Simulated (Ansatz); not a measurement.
Given:

A slab with vacuum along the third vector:

```xyz
14
Lattice="3.0639 0.0000 0.0000 0.0000 3.0639 0.0000 0.0000 0.0000 29.0000" Properties=species:S:1:pos:R:3 pbc="T T T"
C      0.0000     0.0000     7.9631
Ti     1.5320     1.5320     8.0784
C      1.5320     1.5320    10.1555
Ti     0.0000     0.0000    10.1892
C      0.0000     0.0000    12.3245
Ti     1.5320     1.5320    12.3416
C      1.5320     1.5320    14.5000
Ti     0.0000     0.0000    14.5000
C      0.0000     0.0000    16.6755
Ti     1.5320     1.5320    16.6584
C      1.5320     1.5320    18.8445
Ti     0.0000     0.0000    18.8108
C      0.0000     0.0000    21.0369
Ti     1.5320     1.5320    20.9216
```

Set-up: 14 atoms, C7Ti7, 13.0 Å thick at the start; mesh 12x12x1; 0.1 eV smearing; dipole correction on; all atoms relaxed; symmetry of the start imposed; no spin, no spin-orbit, no U.

Question: What is the computed work function of the top face (PBE run with Ansatz, an electronic-structure program)?

Answer: 4.56 eV

Question: Predict the surface energy (mean of both faces) from PBE.

Answer: 1.63 J/m²
